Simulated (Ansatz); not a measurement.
Consider BeSe in the zinc blende structure (space group F-43m, No. 216; a = 5.129 Å).

The change: a hydrostatic pressure of 3 GPa.

Levels (all Ansatz, a program for electronic structure, PAW): PBEsol (420 eV, no spin-orbit coupling); HSE06+SOC (420 eV, spin-orbit coupling included).

The geometry is relaxed with PBEsol.

| Property | Value |
|---|---|
| PBEsol valence-band top at Γ | 0.00, 0.00, 0.00 eV |
| PBEsol band gap | 2.39 eV |

### Question
What does HSE06+SOC give at this geometry for the valence-band top at Γ and band gap?

### Answer
The valence-band top at Γ (three highest Kramers pairs, from the VBM) becomes 0.00, 0.00, -0.48 eV (PBEsol: 0.00, 0.00, 0.00 eV); the band gap rises by 0.82 eV (2.39 eV → 3.21 eV). The threefold valence maximum splits by Δso ≈ 0.48 eV.

Single points use the geometry relaxed with PBEsol. HSE06 gaps are upper bounds (no full band path). Differences between runs with and without spin-orbit coupling are approximate. Load acts through the strain it causes; cell and atoms are relaxed under it. Whether these cells are dynamically stable was not tested.
